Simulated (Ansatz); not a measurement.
Step by step: formation energy of C_i in Pd (fcc, Fm-3m)

Subject: the formation energy of C_i in Pd (fcc, Fm-3m). Reaction: C (graphite) + 32 Pd (fcc) → cell A.

A: a supercell of 32 sites of Pd (fcc, Fm-3m) with C off the lattice sites (6 Pd at 2.00 Å); spin state with PBE: run without spin.

Method: Ansatz (a quantum-chemistry and plane-wave program), PAW, neutral cells at 0 K with nuclei at rest, on structures from PBE+D3(BJ). Ansatz runs with its PAW set soft_1. Other levels take these structures. The lattices are those relaxed with PBE+D3(BJ), so at other levels the solids can be strained, which adds to the spread. Larger cells are relaxed from a start prepared with the learned potential CHGNet, on a coarser mesh till forces fall under 0.03 eV/Å, which some starts already meet. Mesh and cell size may move defect energies by 0.1 eV or more. Cell A has symmetry Pm-3m within 0.02 Å and got no random move, so less symmetric positions, which may lie lower, weren't tried.

Total energies of the cells in eV, at zero smearing width. They compare only within one column; the weights balance every element.

```tsv
cell	atoms	weight	PBE+D3(BJ)	RPBE
A: Pd:C_i	33	+1	-223404.64088	-223630.33353
C (graphite)	4	−1/4	-1004.33948	-1008.87321
Pd (fcc)	32	−1	-223154.09367	-223379.17561
```

PBE+D3(BJ): (-223404.64088) − 1/4 × (-1004.33948) − (-223154.09367) = 0.538 eV.

RPBE: (-223630.33353) − 1/4 × (-1008.87321) − (-223379.17561) = 1.060 eV.

What follows from the PBE+D3(BJ) value: With the reservoirs of the reaction as written, and without entropy terms or charged states, the share of sites that hold the defect in equilibrium is exp(−0.54 eV/k_BT) = 1.9×10^-3 at 1000 K.
